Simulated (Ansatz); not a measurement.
Take Au in the fcc (Cu type) structure (space group Fm-3m, No. 225; a = 4.0477 Å; relaxed with 0.1 eV smearing) as the base. Axes: x, y, z lie along the cube axes.

All numbers come from Ansatz (an electronic-structure program), LDA, PAW, cutoff 420 eV, no SOC.

Base values:

The shortest interatomic distance is 2.862 Å.

One thing is altered: biaxial strain +1.50 %, plane normal [001], relaxed out of plane (Cartesian); in-plane vectors clamped, the third vector and the atoms free.

Task: Predict the new shortest interatomic distance, out-of-plane strain and energy relative to the base.

Result: The shortest interatomic distance decreases by 0.015 Å to 2.847 Å; the out-of-plane strain is -2.59 %; the energy rises by 1.7 meV/atom.

Whether these cells are dynamically stable was not tested.
